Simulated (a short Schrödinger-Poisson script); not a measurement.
# Gated Al0.25Ga0.75As/GaAs modulation-doped gas

System: gated Al0.25Ga0.75As/GaAs modulation-doped gas, at 77 K.

```
layer        material  thickness (nm)  Nd (cm⁻³)  Na (cm⁻³)
-----  --------------  --------------  ---------  ---------
1      Al0.25Ga0.75As              15          -          -
2      Al0.25Ga0.75As              30     8.6e17          -
3      Al0.25Ga0.75As               5          -          -
4                GaAs            6000          -       2e14
```

Constants are typed, rounded textbook-type inputs, not results; the design itself was drawn at random and stands for no fabricated device. Al0.25Ga0.75As: permittivity 12.19, conduction-band edge (eV) 0.198, gap (eV) 1.736, electron mass (mₑ) 0.0878, Nv at 300 K (cm⁻³) 9e18. GaAs: permittivity 12.9, conduction-band edge (eV) 0, gap (eV) 1.424, Nv at 300 K (cm⁻³) 9e18.

Channel valleys (confinement mass, in-plane density-of-states mass, number): Γ 0.067, 0.067, 1. At the gate the conduction-band edge of layer 1 lies 0.95 eV − eVg above the Fermi level of the channel; the field vanishes at the back. Donor level 0.02 eV below the band edge. The barrier under the gate holds no holes. Gaps are held at their typed values at every temperature. Mesh 0.08 nm at interfaces.

From a short Schrödinger-Poisson script (our own, NumPy): 1D Poisson equation in equilibrium, electrons quantum, Hartree plus LDA exchange-correlation (BenDaniel-Duke, 40 states a valley, the channel's in-plane mass for all, wave functions free to enter the barrier), parabolic valleys, classical holes, donors ionised by Fermi statistics, acceptors fully, no traps, pinning or gate leakage.

```csv
Vg (V),electrons (cm⁻²),in the channel layer,C (μF/cm²),Γ E0 (meV),Γ E1 (meV)
0.5,6.69e11,6.47e11,0.358,-21.6,7.9
0.45,6.66e11,6.44e11,0.342,-21.5,8.0
0.4,6.62e11,6.41e11,0.328,-21.4,8.0
0.35,6.57e11,6.37e11,0.313,-21.2,8.1
0.3,6.49e11,6.30e11,0.298,-21.0,8.2
0.25,6.38e11,6.20e11,0.281,-20.6,8.4
0.2,6.18e11,6.01e11,0.254,-19.9,8.7
0.15,5.81e11,5.65e11,0.217,-18.7,9.2
0.1,5.25e11,5.13e11,0.199,-16.7,10.1
0.05,4.65e11,4.55e11,0.195,-14.6,11.0
0,4.05e11,3.97e11,0.194,-12.3,12.1
-0.05,3.44e11,3.38e11,0.193,-10.0,13.2
-0.1,2.84e11,2.80e11,0.191,-7.4,14.4
-0.15,2.25e11,2.22e11,0.189,-4.7,15.8
-0.2,1.67e11,1.65e11,0.186,-1.5,17.6
-0.25,1.09e11,1.09e11,0.180,2.4,19.9
-0.3,5.49e10,5.46e10,0.168,8.0,23.8
-0.35,9.17e9,9.13e9,0.107,20.8,34.8
```

Subbands count from the Fermi level.
